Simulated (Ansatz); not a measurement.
Base system: Mg2Ge in the anti-fluorite structure (space group Fm-3m, No. 225).

```
CELL_PARAMETERS angstrom
      0.00000     3.14325     3.14325
      3.14325     0.00000     3.14325
      3.14325     3.14325     0.00000
ATOMIC_POSITIONS crystal
  Mg 0.25000 0.25000 0.25000
  Mg 0.75000 0.75000 0.75000
  Ge 0.00000 0.00000 0.00000
```

Cartesian axes are those of the cell as printed.

Level of theory: plane-wave PAW DFT at the LDA level (Ansatz, a quantum-chemistry and plane-wave program, 420 eV), no spin-orbit coupling.

Base values:

The volume per atom comes out as 20.70 Å³.

It is then changed as follows: biaxial strain +1.67 %, plane normal [111], relaxed out of plane (Cartesian); in-plane vectors clamped, the third vector and the atoms free.

Q: What happens to the volume per atom?

A: The volume per atom increases by 0.55 Å³ to 21.25 Å³.

Q: What happens to the energy relative to the base?

A: The energy grows by 4.6 meV/atom.

No phonon test of stability was made. The final runs are not spin-polarised.
